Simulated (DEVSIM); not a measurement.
Device: Ti/SiON/p-Si capacitor, at 300 K.

Layer 1 from the left is SiON, thickness (nm) 23.0. Layer 2 from the left is Si, thickness (nm) 5500, Na (cm⁻³) 1.1e16.

Metal gate on the left, work function 4.33 eV. Fixed charge at the semiconductor interface 1.1e11 cm⁻² (in units of +e); interface traps 1e10 cm⁻² eV⁻¹, uniform in energy, neutral level at 0.7 of the gap above the valence band.

The device is made up for the run: typed textbook-type constants, with dimensions and the other settings drawn at random. Values at 300 K.

SiON: gap (eV) 7, affinity (eV) 1.4, permittivity 5.5. Si: gap (eV) 1.124, affinity (eV) 4.05, permittivity 11.7, Nc (cm⁻³) 2.86e19, Nv (cm⁻³) 3.1e19.

DEVSIM, 1D Poisson equation in equilibrium, Boltzmann statistics, complete ionisation; no quantum confinement or tunnelling. Metal contacts follow the ideal Schottky-Mott rule: no Fermi-level pinning, no interface dipoles.

Problem. What does the simulation give for the minimum of the low-frequency capacitance, the threshold voltage (band bending 2φF)?

Solution. minimum of the low-frequency capacitance 0.0349 μF/cm²; threshold voltage (band bending 2φF) 0.23 V.
